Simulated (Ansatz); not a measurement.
Worked calculations on one periodic cell of amorphous Si₁₈B₆O₄₅: Si18B6O45, 69 atoms, volume 934.8 Å³, made by a melt-quench on the CHGNet potential and relaxed with DFT. O atoms were pushed apart under 1.9 Å during the dynamics, to hinder bonds among them. It is a model cell: composition and starting density were chosen by hand, and all elements were melted together. Cycles of charging were run to anneal it. The numbers are results of PBE, scalar-relativistic without spin-orbit coupling (plane waves to 420 eV, PAW; Ansatz, a first-principles code), not measurements. Sampling: a 2×2×2 Γ-centred mesh; Fermi-Dirac width 0.02 eV; no spin polarisation. Its volume was held where the quench left it, its shape was held as a cube, and it stands at a mean pressure of 2.7 GPa with stress components up to 4.1 GPa; the relaxation ran on the zone centre alone. Its density went from a set 2.29 to 2.29 g/cm³. The cell is small and was quenched far faster than a real film, so it is one sample of the glass.

Problem. Count formal charges (Si +4, B +3, O -2). What does the count lead one to expect at the Fermi level, and what does the calculation give?

Solution. 18 × (+4) + 6 × (+3) + 45 × (-2) = 0. The charges balance, so the anion-derived valence states can be full and a gap can open. On this mesh the highest filled and lowest empty level lie 5.50 eV apart, the PBE gap of this cell.

Four energies for an added electron at PBE on the zone centre alone (charged cells in a uniform background, spin-polarised): neutral at the neutral geometry -37983.139 eV; charged at the neutral geometry -37976.192 eV; charged and relaxed -37976.219 eV; neutral at the charged geometry -37983.105 eV.

Problem. Find the two relaxation energies and their sum, the reorganisation energy.

Solution. On charging: -37976.192 − (-37976.219) = 0.027 eV. On discharging: -37983.105 − (-37983.139) = 0.034 eV. The sum is 0.061 eV. The carrier's level spreads over 58 of the 69 atoms' worth, more than a fifth of the atoms or a third of the atoms of its main element (six at least), and the sum is small, so it counts as a band carrier, whose relaxation energy shrinks as the cell grows. PBE's self-interaction favours spread-out carriers, so a hybrid can localise more.

Four energies for a hole at PBE on the zone centre alone (charged cells in a uniform background, spin-polarised): neutral at the neutral geometry -37983.139 eV; charged at the neutral geometry -37984.492 eV; charged and relaxed -37984.568 eV; neutral at the charged geometry -37983.038 eV.

Problem. Find the two relaxation energies and their sum, the reorganisation energy.

Solution. On charging: -37984.492 − (-37984.568) = 0.076 eV. On discharging: -37983.038 − (-37983.139) = 0.101 eV. The sum is 0.177 eV. The carrier's level spreads over 20 of the 69 atoms' worth, more than a fifth of the atoms or a third of the atoms of its main element (six at least), and the sum is small, so it counts as a band carrier, whose relaxation energy shrinks as the cell grows. PBE's self-interaction favours spread-out carriers, so a hybrid can localise more.
